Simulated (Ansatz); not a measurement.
The starting structures come from a database of crystals and need not be the phases stable at ambient conditions.

By PBEsol, the system below comes out a metal.

The ballistic (Sharvin) conductance counts the channels at the Fermi level: G/A = (e²/h) × channels of both spins per area.

Consider the following.

```xyz
5
Lattice="3.7229 0.0000 0.0000 0.0000 3.7229 0.0000 0.0000 0.0000 3.7229" Properties=species:S:1:pos:R:3 pbc="T T T"
Al     0.0000     0.0000     0.0000
Co     0.0000     1.8615     1.8615
Co     1.8615     0.0000     1.8615
Co     1.8615     1.8615     0.0000
C      1.8615     1.8615     1.8615
```

The cell is taken as given; by PBEsol it stands under a pressure of -8.5 GPa.

The current flows along the normal of the first two printed cell vectors, the (001) plane of the conventional cell. No spin-orbit coupling; the value is a mean over 0.1 eV about the Fermi level.

Give the ballistic conductance per area that PBEsol run with Ansatz (a program for electronic structure) yields.

0.17 × 10¹⁵ S/m² for both spins.
